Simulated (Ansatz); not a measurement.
The starting structures come from a database of crystals and need not be the phases stable at ambient conditions.

 Where the default PAW files enter, the runs use the earlier of Ansatz's two default sets.

By PBEsol, the system below comes out a metal.

Consider the following.

```xyz
9
Lattice="4.7838 0.0000 0.0000 0.0000 6.5528 0.0000 2.3919 0.0000 4.1429" Properties=species:S:1:pos:R:3 pbc="T T T"
Ta     2.3919     4.3685     0.0000
Ta     1.1959     0.0000     2.0714
Ta     3.5878     2.1843     2.0714
Si     3.5285     0.0000     3.4867
Si     1.1366     2.1843     0.6562
Si     4.7838     4.3685     1.3124
Si     3.6472     0.0000     0.6562
Si     6.0391     2.1843     3.4867
Si     2.3919     4.3685     2.8305
```

Space group of this cell: P6_422. The cell is taken as given; by PBEsol its mean pressure is -1.5 GPa.

The current flows along the normal of the first two printed cell vectors, the (100) plane of the conventional cell. No spin-orbit coupling; the value is a mean over 0.1 eV about the Fermi level.

Q: Give the ballistic conductance per area that Ansatz (a program for electronic structure) with PBEsol yields.

A: 0.37 × 10¹⁵ S/m² for both spins.
